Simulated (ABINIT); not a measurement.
A user runs ABINIT on a sheet of GeSb₂Te₄ (7 atoms in the cell) and asks whether the run is sound. The aim is a self-consistent single point with DFT, PBE, plane waves, PAW (JTH v2.0 PBE PAW).

Cell that was meant: a = 4.2700 Å, b = 4.2700 Å, c = 25.0672 Å, α = 90.00°, β = 90.00°, γ = 120.00°.

Part of the input:

```
pawxcdev 0
ixc 11
occopt 7
tsmear 0.03674932
nband 43
kptopt 1
ngkpt 7 7 1
```

The program printed (abridged):

```
 Symmetries : space group P-3 m 1 (#164); Bravais hP (primitive hexag.)

 -outvars: echo values of preprocessed input variables --------
   [... lines left out ...]

 Coarse grid specifications (used for wave-functions):

 getcut: wavevector=  0.0000  0.0000  0.0000  ngfft=  36  36 200
         ecut(hartree)=     21.000   => boxcut(ratio)=   2.04668

 Fine grid specifications (used for densities):

 getcut: wavevector=  0.0000  0.0000  0.0000  ngfft=  48  48 288
         ecut(hartree)=     42.000   => boxcut(ratio)=   2.03904

   3.48220927E+04                                ecore*ucvol(ha*bohr**3)

_setup2: Arith. and geom. avg. npw (full set) are   12275.898   12275.876
--- !BeginCycle
solver: {iscf: 17, nstep: 100, nline: 4, wfoptalg: 10, }
tolerances: {tolvrs: 1.00E-08, }
...

     iter   Etot(hartree)      deltaE(h)  residm     nres2
 ETOT  1  -292.61337164085    -2.926E+02 1.422E+00 2.377E+00
 ETOT  2  -294.14008081054    -1.527E+00 3.790E-02 9.408E-01
 ETOT  3  -294.13341777329     6.663E-03 3.880E-02 1.661E-01
 ETOT  4  -294.13334103941     7.673E-05 1.338E-02 3.170E-02
 ETOT  5  -294.13313911945     2.019E-04 2.636E-03 5.079E-03
   [... 10 lines left out ...]
 ETOT 16  -294.13293864667    -5.256E-06 5.243E-05 2.144E-06
 ETOT 17  -294.13294386794    -5.221E-06 8.811E-05 3.379E-07
 ETOT 18  -294.13294553075    -1.663E-06 1.853E-05 9.002E-08
 ETOT 19  -294.13294664578    -1.115E-06 3.179E-05 7.869E-09
 At SCF step   19       nres2   =  7.87E-09 < tolvrs=  1.00E-08 =>converged.

 Cartesian components of stress tensor (hartree/bohr^3)
  sigma(1 1)= -1.65074482E-05  sigma(3 2)=  0.00000000E+00
  sigma(2 2)= -1.65074482E-05  sigma(3 1)=  0.00000000E+00
  sigma(3 3)=  3.44536489E-06  sigma(2 1)=  9.71575521E-15

 ----iterations are completed or convergence reached----

 reduced coordinates (array xred) for    7 atoms
       0.666666666700      0.333333333300      0.500000000000
       0.333333333367      0.666666666633      0.343684000000
       0.000000000033     -0.000000000033      0.656316000000
       0.666666666700      0.333333333300      0.279250000000
       0.000000000033     -0.000000000033      0.427581000000
   [... lines left out ...]
 Fermi (or HOMO) energy (hartree) =  -0.10671   Average Vxc (hartree)=  -0.20609
 Fermi (or HOMO) energy (eV) =  -2.90381   Average Vxc (eV)=  -5.60796
   [... lines left out ...]
total_energy        : -2.94132926811239E+02
total_energy_eV     : -8.00376397732591E+03
...

-Cartesian components of stress tensor (GPa)         [Pressure=  2.8999E-01 GPa]
- sigma(1 1)= -4.85665810E-01  sigma(3 2)=  0.00000000E+00
- sigma(2 2)= -4.85665811E-01  sigma(3 1)=  0.00000000E+00
- sigma(3 3)=  1.01366118E-01  sigma(2 1)=  2.85847339E-10

 Calculation completed.
```

Is anything amiss in this input, and did it matter?

The run is not sound. The fault is a smearing width that is far too large. A width of many tenths of an electronvolt moves electrons far across the Fermi level or the gap, and the free energy and its derivatives carry a large smearing term. To fix it, use a width small against the gap or band features. The run converged in 19 iterations without an error; against the sound input the free energy drops by 53.3 meV/atom, the largest force goes from 0.780 to 0.665 eV/Å and no clean gap remains on the mesh (levels overlap or are partly filled), against 0.88 eV before.

An input that runs soundly differs in these lines (not the only fix; some lines may just follow from the change or write a value another way):
```diff
-tsmear 0.03674932
+tsmear 0.00367493
```

With that input, the run converged in 20 iterations: free energy E − TS -8003.39 eV; top of the valence band (on the code's own zero) -3.39 eV; gap on the k-point mesh 0.88 eV; pressure averaged over the cell with its vacuum 0.16 GPa; largest force (vector length) 0.780 eV/Å (DFT, PBE, plane waves, PAW (JTH v2.0 PBE PAW)).

On the sound input: the starting cell was generated: these elements placed on a structure prototype, without a prior relaxation; it need not be a known phase or ordering of this composition. Spin-orbit coupling is off.
